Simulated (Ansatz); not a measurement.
```
C
1.0
    2.54398     0.00000     0.00000
   -1.27199     2.20315     0.00000
    0.00000     0.00000     4.15917
C
4
Direct
  0.33333   0.66667   0.00012
  0.66667   0.33333   0.50012
  0.33333   0.66667   0.37488
  0.66667   0.33333   0.87488
```

Computed with r2SCAN, rigid bands (plane waves, PAW, scalar-relativistic; Ansatz, a program for electronic structure). Condition of this run: biaxial stress in the c plane of -22 GPa (compression positive) (the target of the relaxation). Geometry: cell and atoms relaxed with PBEsol, then loaded as said.

Question: What conductivity effective mass do dilute electrons have at 300 K?

Answer: 0.48 (x), 0.48 (y), 0.27 (z) mₑ.

Question: Predict the hole conductivity mass (n e² τ/σ) at 300 K, by direction if it differs.

Answer: 0.45 (x), 0.45 (y), 0.62 (z) mₑ.

Question: And the band gap?

Answer: 3.72 eV at this level; semilocal functionals usually fall short of the measured gap.

Rigid bands, one relaxation time for all states, no polarons. Spin-orbit coupling is left out. Geometry: cell and atoms relaxed with PBEsol.
